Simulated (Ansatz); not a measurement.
The reference is KMgF$_{3}$ in the cubic perovskite structure (space group Pm-3m, No. 221).

```cif
data_F3KMg
_chemical_formula_sum 'K1 Mg1 F3'
_space_group_name_H-M_alt 'Pm-3m'
_space_group_IT_number 221
_space_group_name_Hall '-P 4 2 3'
_cell_length_a 3.99125
_cell_length_b 3.99125
_cell_length_c 3.99125
_cell_angle_alpha 90.000
_cell_angle_beta 90.000
_cell_angle_gamma 90.000
loop_
_atom_site_label
_atom_site_type_symbol
_atom_site_symmetry_multiplicity
_atom_site_Wyckoff_symbol
_atom_site_fract_x
_atom_site_fract_y
_atom_site_fract_z
_atom_site_occupancy
K1 K 1 b 0.50000 0.50000 0.50000 1
Mg1 Mg 1 a 0.00000 0.00000 0.00000 1
F1 F 3 d 0.00000 0.00000 0.50000 1
```

Level of theory: PBEsol/PAW in Ansatz (a first-principles code), no SOC.

Base values:

The band gap is 7.12 eV, the electron mass comes out as 0.51 mₑ (at Γ) and the gap character is indirect, R → Γ.

It is then changed as follows: an isotropic linear strain of −1.34 %; the atoms relax in the strained cell.

Question: What happens to the band gap, energy relative to the base, electron mass and gap character?

Answer: The band gap rises by 0.30 eV, from 7.12 eV to 7.42 eV; the energy grows by 4.9 meV/atom; the electron mass stays 0.51 mₑ (at Γ); the gap character remains indirect, R → Γ.

Effective masses come from finite differences of ±0.01 Å⁻¹. Stability against distortions was not tested.
